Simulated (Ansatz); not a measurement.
A self-consistent single point of CsH3O2 (Amm2, 6 atoms in the cell) with Ansatz (a first-principles code).

Computed with LDA (PW92), harder PAW files (source: ansatz) made with PBE (plane waves; Ansatz).

The change in words: lattice scaled by 0.98; hamiltonian.pseudopotentials: {kind: paw} (the program's default PAW files) → {kind: paw, source: ansatz}. Reference geometry:
```yaml
crystal:
  lattice:
    - [4.27148, 0.00000, 0.00000]
    - [0.00000, 2.22366, 4.04368]
    - [0.00000, -2.22366, 4.04368]
  atoms:
    - { symbol: Cs, position: [0.00000, 0.99151, 0.99151] }
    - { symbol: H, position: [0.50000, 0.55847, 0.55847] }
    - { symbol: H, position: [0.50000, 0.07118, 0.45270] }
    - { symbol: H, position: [0.50000, 0.45270, 0.07118] }
    - { symbol: O, position: [0.50000, 0.67951, 0.67951] }
    - { symbol: O, position: [0.50000, 0.33406, 0.33406] }
```

Reference input (self-consistent single point, DFT, LDA (PW92), plane waves, default PAW files made with PBE): basis.ecutwfc = 30.9 Ry; kpoints.mp_grid.grid = 6 6 6; hamiltonian.xc = lda; hamiltonian.pseudopotentials = {kind: paw} (the program's default PAW files); scf.occupations.method = fixed. This run's input differs from it in these lines:

Ansatz 0.2 input:
```diff
@@ -2,12 +2,12 @@
   lattice:
-    - [4.271481, 0.000000, 0.000000]
-    - [0.000000, 2.223663, 4.043678]
-    - [0.000000, -2.223663, 4.043678]
+    - [4.186051, 0.000000, 0.000000]
+    - [0.000000, 2.179190, 3.962804]
+    - [0.000000, -2.179190, 3.962804]
   atoms:
-    - { symbol: Cs, position_ang: [0.000000, -0.000000, 8.018711] }
-    - { symbol: H, position_ang: [2.135740, 0.000000, 4.516546] }
-    - { symbol: H, position_ang: [2.135740, -0.848372, 2.118402] }
-    - { symbol: H, position_ang: [2.135740, 0.848372, 2.118402] }
-    - { symbol: O, position_ang: [2.135740, -0.000000, 5.495439] }
-    - { symbol: O, position_ang: [2.135740, -0.000000, 2.701662] }
+    - { symbol: Cs, position_ang: [0.000000, -0.000000, 7.858335] }
+    - { symbol: H, position_ang: [2.093025, 0.000000, 4.426214] }
+    - { symbol: H, position_ang: [2.093025, -0.831405, 2.076034] }
+    - { symbol: H, position_ang: [2.093025, 0.831405, 2.076034] }
+    - { symbol: O, position_ang: [2.093025, 0.000000, 5.385530] }
+    - { symbol: O, position_ang: [2.093025, 0.000000, 2.647629] }
 basis:
@@ -18,3 +18,3 @@
   xc: lda
-  pseudopotentials: { kind: paw }
+  pseudopotentials: { kind: paw, source: ansatz }
 scf:
```

Output, abridged:

```
SCF iter   1: F=—  HF=-6681.924825 eV  |F-HF|=—  |Δ(HF+E_count)|=         —  Δρ=6.19e-2  dr2=1.68e0  ethr=3.10e-3  ⟨swp⟩=8.1  Hψ=6303  notcnv=0  defer=193
all-band conjugate gradients solve this SCF's bands
preconditioner: auto → Resta (q_TF=auto, 2.270 Å⁻¹)
SCF iter   2: F=—  HF=-6681.438918 eV  |F-HF|=—  |Δ(HF+E_count)|=   4.86e-1  Δρ=2.80e-2  dr2=4.25e-1  ethr=3.10e-3  ⟨swp⟩=4.9  Hψ=2453  notcnv=0  defer=198
   [... lines left out ...]
SCF iter   5: F=—  HF=-6681.284674 eV  |F-HF|=—  |Δ(HF+E_count)|=   3.81e-4  Δρ=2.02e-3  dr2=2.18e-3  ethr=1.42e-5  ⟨swp⟩=3.9  Hψ=2598  notcnv=0  defer=208
SCF iter   6: F=—  HF=-6681.284219 eV  |F-HF|=—  |Δ(HF+E_count)|=   4.55e-4  Δρ=1.85e-4  dr2=1.91e-5  ethr=9.08e-6  ⟨swp⟩=3.0  Hψ=1711  notcnv=0  defer=208
SCF iter   7: F=—  HF=-6681.284225 eV  |F-HF|=—  |Δ(HF+E_count)|=   5.66e-6  Δρ=4.33e-5  dr2=1.08e-6  ethr=7.95e-8  ⟨swp⟩=3.7  Hψ=2147  notcnv=0  defer=207
SCF iter   8: F=-6681.284225 eV  HF=-6681.284225 eV  |F-HF|=3.91e-11  |Δ(HF+E_count)|=   2.34e-7  Δρ=1.06e-5  dr2=9.51e-8  ethr=4.17e-10  ⟨swp⟩=20.1  Hψ=11632  notcnv=0
SCF 1 converged in 8 iterations: F = -6681.284225 eV  dr2 = 9.51e-8
Free energy (F): -6681.284225 eV
Internal energy: -6681.284225 eV  (E = F + TS)
E sigma→0 (E₀):  -6681.284225 eV
Fermi energy:    3.448102 eV
--- Forces (eV/Å), atoms counted from 1 ---
  atom   1  Cs    -0.00000000     0.00000000    -0.07217172
  atom   2  H     -0.00000000     0.00000000    -2.00706338
  atom   3  H     -0.00000000    -1.28377891    -0.79200444
  atom   4  H     -0.00000000     1.28377891    -0.79200444
  atom   5  O      0.00000000    -0.00000000     1.64792296
  atom   6  O      0.00000000     0.00000000     2.01535434
--- Stress (GPa, compression-positive) ---
       -1.209525      -0.000000       0.000000
       -0.000000       5.561627      -0.000000
        0.000000      -0.000000       5.081812
  P = ⅓ Tr σ = 3.1446 GPa (31.446 kbar)
  The stress holds the Pulay correction. Without it, at fixed plane waves, as pw.x and ABINIT print it: P = -32.9732 GPa
```

The run converged in 8 iterations. Against the reference run the pressure goes from -2.18 to 3.14 GPa, the largest force goes from 0.479 to 2.015 eV/Å and the gap on the mesh goes from 4.015 to 4.185 eV.

The starting cell comes from a database of computed structures (which also holds hypothetical and non-ambient phases and stackings), without a prior relaxation at this level. Its lattice was rescaled by up to half a per cent. One atom was moved a little off its site on purpose. For this run, on top of that: lattice scaled by 0.98. Forces in this geometry exceed 1 eV/Å. Ansatz's pressure includes its estimate of the finite-basis (Pulay) stress. Without the estimate this run gives -32.97 GPa. The cutoff lies below the one recommended for these files.
